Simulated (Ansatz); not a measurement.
Start from MgB$_{2}$ (space group P6/mmm, No. 191; relaxed with 0.1 eV smearing).

```
MgB2
1.0
    3.06402     0.00000     0.00000
   -1.53201     2.65352     0.00000
    0.00000     0.00000     3.49767
Mg B
1 2
Direct
  0.00000   0.00000   0.00000
  0.66667   0.33333   0.50000
  0.33333   0.66667   0.50000
```

Cartesian axes are those of the cell as printed.

Level of theory: Ansatz (a quantum-chemistry and plane-wave program), PBEsol, PAW, cutoff 420 eV, no spin-orbit coupling.

Modification: tensor shear ε_xz = +0.57 % (engineering shear γ = 0.0114); the atoms relax in the strained cell.

Task: What happens to the stress and energy relative to the base?

Result: The stress (xx, yy, zz, yz, xz, xy; compression positive) amounts to (0.0, 0.0, 0.0, 0.0, -0.9, 0.0) GPa; the energy is nearly the same.

Whether these cells are dynamically stable was not tested. The final runs are not spin-polarised.
